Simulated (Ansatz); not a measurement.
The reference is SnSe in the GeS type structure (space group Pnma, No. 62; a = 11.534 Å, b = 4.121 Å, c = 4.578 Å; layered, stacked along the Cartesian x axis). Axes: x, y, z lie along a, b, c of the conventional cell.

Level of theory: r2SCAN+rVV10/PAW in Ansatz (an electronic-structure program), no spin-orbit coupling, earlier PAW set.

Strains are applied to the cell and any free atomic positions relax.

One change was made to it. Results:

| quantity | base | after |
|---|---|---|
| band gap | 0.89 eV | 0.89 eV |
| largest internal atomic displacement | – | 0.075 Å |
| energy relative to the base (free energy F) | 0 meV/atom | +5.3 meV/atom |

### Question
What was done to the base?
A. isotropic strain −5.03 %
B. uniaxial strain ε_xx = +5.99 %
C. strain tensor (xx, yy, zz, yz, xz, xy) = (+2.96, +1.38, −1.66, −1.01, +0.49, −0.24) %

### Answer
C, strain tensor (xx, yy, zz, yz, xz, xy) = (+2.96, +1.38, −1.66, −1.01, +0.49, −0.24) %. For comparison, the band gap in the other runs: isotropic strain −5.03 % gives zero; uniaxial strain ε_xx = +5.99 % gives 0.77 eV.

The mesh was chosen for an insulator and is coarse for the gapless case. Stability against distortions was not tested. All final runs are without spin polarisation. A zero or small gap of SnSe under isotropic strain −5.03 % can be the functional's error rather than a property of the material.
